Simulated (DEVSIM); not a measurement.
Device: Schottky contact on p-type GaP, at 300 K.

```
layer (left to right)  material  thickness (μm)  Na (cm⁻³)  τn (s)  τp (s)
---------------------  --------  --------------  ---------  ------  ------
1                           GaP            20.0     1.1e15    1e-7    1e-7
2                           GaP            3.30     5.1e17    1e-7    1e-7
```

Left contact: Schottky, work function 5.06 eV, emission velocity 1.8e6 cm/s. Right contact: ohmic. Voltage is applied to the left contact. Recombination: SRH at mid-gap, radiative, Auger. Mobility is μmin + (μ − μmin)/(1 + (N/Nref)^α).

Constants are typed, rounded textbook-type inputs, not results; the design itself was drawn at random and stands for no fabricated device. Values at 300 K; Nc and Nv go as T^1.5, mobilities as T to minus their exponent, the gap by Varshni's rule with the affinity fixed.

```
parameter             GaP
----------------  -------
gap (eV)             2.26
affinity (eV)         3.8
permittivity         11.1
Nc (cm⁻³)          1.8e19
Nv (cm⁻³)          1.9e19
μn (cm²/Vs)           250
μp (cm²/Vs)           150
μn,min                 10
μp,min                 10
Nref,n             4.4e18
Nref,p               1e18
αn                    0.8
αp                   0.85
T exponent of μn      1.6
T exponent of μp     1.98
B (cm³/s)           1e-13
Cn (cm⁶/s)          1e-30
Cp (cm⁶/s)          1e-30
Varshni α (eV/K)  0.00058
Varshni β (K)         372
```

DEVSIM, 1D drift-diffusion, Boltzmann statistics, complete ionisation; no tunnelling, impact ionisation, image-force lowering or self-heating. Metal contacts follow the ideal Schottky-Mott rule: no Fermi-level pinning, no interface dipoles.

Base results: dark forward voltage at 1 A/cm² (V) 0.707; potential step across the device at zero bias (V) 0.906.

Problem. What follows from this one change: temperature 300 → 400 K?

Solution. dark forward voltage at 1 A/cm² 0.707 → 0.596 V; potential step across the device at zero bias 0.906 → 0.818 V.

Problem. What follows from this one change: doping Na of layer 1 1.1e+15 → 3.3e+14 cm^-3?

Solution. dark forward voltage at 1 A/cm² 0.707 → 0.897 V; potential step across the device at zero bias little changed (0.906 V).
